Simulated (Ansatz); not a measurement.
## MgS (model structure, started from the BeO type, P4₂/mnm, No. 136, 8 atoms in the cell): properties by level of theory

```json
[
 {"level (code)": "PBE (Ansatz)", "lattice constant a (Å)": "[?]", "c axis length (Å)": "[?]", "cohesive energy (eV/atom)": "[?]"},
 {"level (code)": "PBEsol (Ansatz)", "lattice constant a (Å)": "6.807", "c axis length (Å)": "4.064", "cohesive energy (eV/atom)": "3.94"},
 {"level (code)": "PBE-D3(BJ) (Ansatz)", "lattice constant a (Å)": "[?]", "c axis length (Å)": "4.073", "cohesive energy (eV/atom)": "3.95"},
 {"level (code)": "r²SCAN (Ansatz)", "lattice constant a (Å)": "6.824", "c axis length (Å)": "4.063", "cohesive energy (eV/atom)": "3.96"}
]
```

### Question
Fill in the missing entries.

### Answer

- PBE (Ansatz, a quantum-chemistry and plane-wave program), lattice constant a (Å): 6.878
- PBE (Ansatz), c axis length (Å): 4.079
- PBE (Ansatz), cohesive energy (eV/atom): 3.69
- PBE-D3(BJ) (Ansatz), lattice constant a (Å): 6.748

Ansatz's density-functional and Hartree–Fock values are scalar-relativistic unless marked +SOC, with PAW data made under PBE.

Free atoms are spin-polarised, in the lowest state found; at levels without +SOC their spin–orbit coupling is left out.

Computed values are for the static lattice.

A model structure was made by putting elements into a prototype or built by hand; it is no filed structure, need not be a known phase, and can be a saddle point held by its symmetry.
